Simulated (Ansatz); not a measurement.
## A worked fit of the energy of slabs against their depth, with one run withheld: a (001) slab of BaTiO3 (cut from a parent of space group no. 221; 15 atoms in the cell)

```xyz
15
Lattice="4.0120 0.0000 0.0000 0.0000 4.0120 0.0000 0.0000 0.0000 24.0300" Properties=species:S:1:pos:R:3 pbc="T T T"
Ba     0.0000     0.0000     9.0060
Ti     2.0060     2.0060     7.0000
O      2.0060     0.0000     7.0000
O      0.0000     2.0060     7.0000
O      2.0060     2.0060     9.0060
Ba     0.0000     0.0000    13.0180
Ti     2.0060     2.0060    11.0120
O      2.0060     0.0000    11.0120
O      0.0000     2.0060    11.0120
O      2.0060     2.0060    13.0180
Ba     0.0000     0.0000    17.0300
Ti     2.0060     2.0060    15.0240
O      2.0060     0.0000    15.0240
O      0.0000     2.0060    15.0240
O      2.0060     2.0060    17.0300
```
(The smallest cell of the table.)

Level of theory: PBE (plane waves, PAW; Ansatz, an electronic-structure program).

Base settings: basis.ecutwfc = 420 eV; kpoints.mp_grid.grid = 6 6 1; hamiltonian.xc = pbe; hamiltonian.pseudopotentials = {kind: paw} (the program's default PAW files); scf.occupations.method = fermi_dirac; scf.occupations.width = 0.01 eV.

The starting cell has typed, rounded lattice constants, without a prior relaxation at this level. The slab is cut from that crystal, and its faces are unrelaxed. Its lattice was rescaled by up to half a per cent. Spin polarisation is off, though cut faces can carry moments; a gap of a slab can lie between surface states. The two faces of this cut differ, and no dipole correction was used. Forces in the cell shown exceed 1 eV/Å.

Deep slabs follow E = 2Aγ + N·e, so a straight line through E against N gives the surface energy without a separate bulk run; a round N·e is taken off to keep the numbers short. The area A is 16.096 Å².

| atoms N | E − N·(-2031.854 eV) (eV) |
|---|---|
| 15 | 1.1810 |
| 20 | 0.8877 |
| 25 | 0.5943 |
| 30 | ? |
| 35 | 0.0056 |

Question: Fit the line to the 4 rows given and predict the withheld one.

Answer: Means: x̄ = 23.750, ȳ = 0.66715. Σ(x − x̄)(y − ȳ) = -12.86 and Σ(x − x̄)² = 218.8, so b = -0.05877 and a = ȳ − b·x̄ = 2.0629; γ = a/2A = 1.027 J/m² (unrelaxed, mean of the two faces) and e = -2031.9128 eV per atom. The largest residual of the fitted rows is 0.00065. At x = 30 the line gives 0.2998 eV. The run gave 0.2996 eV, a miss of 0.0002 eV. The table is a window of a longer ladder. The rows were chosen because the form fits them, the withheld one included, so this shows the method and is no test of the form.

Left out of this page: 1 run of the series outside the window shown, repeating another row's setting, or not comparable.

Keys are those of Ansatz 0.2.
